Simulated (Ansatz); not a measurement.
Ga vacancy + O on the N site (V_Ga+O_N) in wurtzite GaN (the name describes the start): one set of geometries, relaxed with PBE, evaluated in Ansatz (PAW, plane waves to 420 eV, 500 eV under r2SCAN) with PBE, r2SCAN.

Cell and caveats: 192-site cell; 2×2×2 shifted k-points; start: the Ga site; N 1.97 Å away; charged states image-corrected; finite-size errors of tenths of an eV; relaxed from one start, so a lower configuration may exist; flagged in the runs: a host whose relaxation on this sampling wasn't shown to rest, host ions not shown at rest.

```
quantity                                                                                          PBE  r2SCAN
-----------------------------------------------------------------------------------------------  ----  ------
host gap (eV)                                                                                    1.71    2.11
ε(0/−1) above the VBM (eV)                                                                       0.72    1.02
neutral formation energy against alpha gallium, N2 molecule in a box, O2 molecule in a box (eV)  2.80    3.16
largest moment on one atom at charge 0 (μB)                                                      0.40    0.45
largest moment on one atom at charge −1 (μB)                                                     0.22    0.26
```

PBE narrows the gap by 0.40 eV against r2SCAN, the highest level run, and puts the level shown 0.30 eV lower above the valence-band maximum (from the rounded values).

Ansatz is a program for electronic structure.
